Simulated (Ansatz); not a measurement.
# ScAu₄ (I4/m, No. 87; cell taken from a computed entry)

Method: PBEsol (plane waves, PAW; Ansatz, a first-principles code).

Run with plane-wave cutoff 500 eV, 16×16×16 k mesh, Fermi–Dirac smearing 0.1 eV, scalar-relativistic PAW data made under PBE.

Cell (relaxed at this level):

```yaml
crystal:
  lattice:
    - [-3.26883, 3.26883, 2.01519]
    - [3.26883, -3.26883, 2.01519]
    - [3.26883, 3.26883, -2.01519]
  atoms:
    - { symbol: Sc, position: [0.00000, 0.00000, 0.00000] }
    - { symbol: Au, position: [0.79764, 0.60198, 0.39963] }
    - { symbol: Au, position: [0.20236, 0.39802, 0.60037] }
    - { symbol: Au, position: [0.60198, 0.20236, 0.80434] }
    - { symbol: Au, position: [0.39802, 0.79764, 0.19566] }
```

For ScAu₄ (I4/m, No. 87; cell taken from a computed entry), the band gap comes out as zero (no gap).

Note: the relaxation could not lower the start's symmetry, so the cell can be a saddle point above a distorted one.

Spin–orbit coupling is not included; it can shift volumes and moduli of such heavy elements.

Computed values are for the static lattice.
